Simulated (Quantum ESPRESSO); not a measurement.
A user runs Quantum ESPRESSO on MoBr₃ (Pmmn, 16 atoms in the cell) and asks whether the run is sound. The aim is a self-consistent single point with DFT, PBEsol, plane waves, GBRV 1.5 ultrasoft (PBESOL) pseudopotentials.

Cell that was meant: a = 6.0772 Å, b = 11.4419 Å, c = 6.6046 Å, α = 90.00°, β = 90.00°, γ = 90.00°.

Part of the input:

```fortran
/
&system
   ibrav = 8
   celldm(1) = 6.0772004798
   celldm(2) = 1.882758442696
   celldm(3) = 1.086783361257
   nat = 16
   ntyp = 2
   ecutwfc = 40
```

Output, abridged:

```
     G-vector sticks info
     --------------------
     sticks:   dense  smooth     PW     G-vecs:    dense   smooth      PW
   [... lines left out ...]
        k(    6) = (   0.3333333   0.0000000   0.3067155), wk =   0.4444444
        k(    7) = (   0.3333333  -0.2655678   0.0000000), wk =   0.2222222
        k(    8) = (   0.3333333  -0.2655678   0.3067155), wk =   0.4444444

     Dense  grid:    44443 G-vectors     FFT dimensions: (  36,  72,  40)

     Smooth grid:    15681 G-vectors     FFT dimensions: (  30,  48,  27)

     Initial potential from superposition of free atoms

     starting charge     139.9959, renormalised to     140.0000
     Self-consistent Calculation

     iteration #  1     ecut=    40.00 Ry     beta= 0.70

     total energy              =    -926.06740289 Ry
     estimated scf accuracy    <      20.22130417 Ry

     iteration #  2     ecut=    40.00 Ry     beta= 0.70

     total energy              =    -932.23366221 Ry
     estimated scf accuracy    <      26.72335517 Ry

     iteration #  3     ecut=    40.00 Ry     beta= 0.70

     total energy              =    -936.58621101 Ry
     estimated scf accuracy    <       0.88811378 Ry

   [... 10 blocks of this kind left out ...]

     iteration # 14     ecut=    40.00 Ry     beta= 0.70

     total energy              =    -937.77218517 Ry
     estimated scf accuracy    <          1.5E-10 Ry

     iteration # 15     ecut=    40.00 Ry     beta= 0.70
     c_bands:  3 eigenvalues not converged
     End of self-consistent calculation

     the Fermi energy is    65.6605 ev

!    total energy              =    -937.77218517 Ry
     estimated scf accuracy    <          8.0E-12 Ry
     smearing contrib. (-TS)   =      -0.00902249 Ry
     internal energy E=F+TS    =    -937.76316269 Ry

     convergence has been achieved in  15 iterations

     Forces acting on atoms (cartesian axes, Ry/au):

     atom    1 type  1   force =    -1.77886329   -0.00000000    0.25294989
     atom    2 type  1   force =    -1.77886329   -0.00000000   -0.25294989
     atom    3 type  1   force =     1.77886329   -0.00000000    0.25294989
     atom    4 type  1   force =     1.77886329    0.00000000   -0.25294989
   [... lines left out ...]

     Total force =    38.249311     Total SCF correction =     0.000011

          total   stress  (Ry/bohr**3)                   (kbar)     P=    64023.98
   0.48923187   0.00000000   0.00000000        71968.49        0.00        0.00
   0.00000000   0.41034953   0.00000000            0.00    60364.50        0.00
   0.00000000   0.00000000   0.40609714            0.00        0.00    59738.95

   JOB DONE.
```

Q: Can these results be used? Check the input.

A: The run is not sound. The fault is this: cell lengths typed in angstrom where bohr is read. Bohr and ångström differ by a factor of 1.89; the cell that the program reads is then far too large or far too small. To fix it, give the lengths in the unit that the key or card expects. The run converged in 15 iterations without an error; against the sound input the free energy goes up by 90.3 eV/atom, the pressure goes from -2.29 to 6402 GPa and the largest force goes from 0.753 to 303.4 eV/Å. The full log also holds: “c_bands:  1 eigenvalues not converged” and “c_bands:  2 eigenvalues not converged”.

An input that runs soundly differs in these lines (not the only fix; some lines may just follow from the change or write a value another way):
```diff
-   celldm(1) = 6.0772004798
-   celldm(2) = 1.882758442696
-   celldm(3) = 1.086783361257
+   celldm(1) = 11.4842436046
+   celldm(2) = 1.882758507207
+   celldm(3) = 1.086783387086
```

With that input, the run converged in 19 iterations: free energy E − TS -14204.5770 eV; Fermi level (on the code's own zero) 5.84 eV; pressure -2.29 GPa; largest force (vector length) 0.753 eV/Å (DFT, PBEsol, plane waves, GBRV 1.5 ultrasoft (PBESOL) pseudopotentials).

On the sound input: the starting cell comes from a database of published, mostly measured structures (it also holds non-ambient and calculated ones), without a prior relaxation at this level. Spin polarisation is off. Without a gap this mesh is coarse (it stands for a supercell whose shortest vector is 18 Å).
